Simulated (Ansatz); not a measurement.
A computed series for Rh: point defects

The parent structure is a 12-atom supercell of Rh in the fcc (Cu type) structure (space group Fm-3m, No. 225; a = 3.8000 Å) at its relaxed geometry.

One neutral defect a cell, atoms relaxed at fixed cell.

Method: Ansatz (an electronic-structure program) r2SCAN, no spin-orbit coupling.

| variant | pressure | largest displacement of a host atom from its site in the perfect cell |
|---|---|---|
| perfect supercell | 0.0 GPa | – |
| Bi on a Rh site, symmetric start | 15.0 GPa | 0.06 Å |
| C on a Rh site | (withheld) | 0.37 Å |
| Li interstitial (started 1.90 Å from the nearest host atom) | (withheld) | 0.15 Å |
| H interstitial (started 1.90 Å from the nearest host atom), symmetric start | 4.3 GPa | 0.03 Å |

Q: Some entries are withheld; estimate them.

A: 
- C on a Rh site, pressure: -1.8 GPa
- Li interstitial (started 1.90 Å from the nearest host atom), pressure: 18.4 GPa

The cell is small, so the values are those of an ordered compound at a high defect concentration; dilute-limit values will differ. Defects with a symmetric start kept the site's symmetry and may sit on a saddle; the others started slightly shaken. All final runs are without spin polarisation. An odd electron count without spin: Rh11C, LiRh12 and Rh12H.
